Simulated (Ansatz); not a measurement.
# Several settings converged on Ru (P6_3/mmc, 2 atoms in the cell)

```
CELL_PARAMETERS angstrom
      1.35093    -2.33989     0.00000
      1.35093     2.33989     0.00000
      0.00000     0.00000     4.26716
ATOMIC_POSITIONS crystal
  Ru 0.33333 0.66667 0.25000
  Ru 0.66667 0.33333 0.75000
```

Base method: PBE (plane waves, PAW; Ansatz, a program for electronic structure).

Base settings: basis.ecutwfc = 420 eV; kpoints.mp_grid.grid = 14 14 8; hamiltonian.xc = pbe; hamiltonian.pseudopotentials = {kind: paw} (the program's default PAW files); scf.occupations.method = fermi_dirac; scf.occupations.width = 0.1 eV.

Core times come from one kind of shared machine, to one figure; runs under 30 s give none.

**Zone-centre phonons against the mesh**

In this ladder: phonons.method = dfpt.

Frequencies are those of the unrelaxed cell, without the LO-TO term of polar crystals.

Only quantities that move along the ladder and can be compared are tabulated.

| kpoints.mp_grid.grid | highest zone-centre frequency (cm⁻¹) |
|---|---|
| 4 4 2 | 282.2 |
| 5 5 3 | 274.1 |
| 6 6 3 | 255.9 |
| 7 7 4 | 237.3 |
| 9 9 5 | 268.4 |
| 13 13 8 | 258.8 |
| 21 21 11 | 264.8 |
| 32 32 18 | 264.3 |

Coarsest kpoints.mp_grid.grid that holds the highest zone-centre frequency within 5 cm⁻¹ of the last step, with all finer ones: 21 21 11; the step before is off by 5.5 cm⁻¹.

**The q mesh of the phonons**

In this ladder: kpoints.mp_grid.grid = 12 12 12; phonons.method = dfpt.

Only quantities that move along the ladder and can be compared are tabulated.

Thermal sums run over frequencies interpolated from this q mesh.

```csv
phonons.qmesh,zero-point energy (meV/atom),vibrational free energy at 300 K (meV/atom),core time / last (rough)
1 1 1,28.76,-24.60,–
2 2 2,34.99,-7.89,0.1
3 3 3,37.90,-0.92,0.6
4 4 4,37.76,-0.93,1
```

Coarsest phonons.qmesh that holds the vibrational free energy at 300 K within 0.5 meV/atom of the last step, with all finer ones: 3 3 3; the step before is off by 7.0 meV/atom.

Coarsest phonons.qmesh that holds the zero-point energy within 0.5 meV/atom of the last step, with all finer ones: 3 3 3; the step before is off by 2.8 meV/atom.

On the base run: the starting cell has typed, rounded lattice constants, without a prior relaxation at this level. Its lattice was rescaled by up to half a per cent. Spin polarisation is off. In the base run, with a pressure of about 7 GPa the cell is away from its equilibrium volume at this level.

Left out of this page: 1 run of the series stopped by limits of time or memory.

Keys are those of Ansatz 0.2.
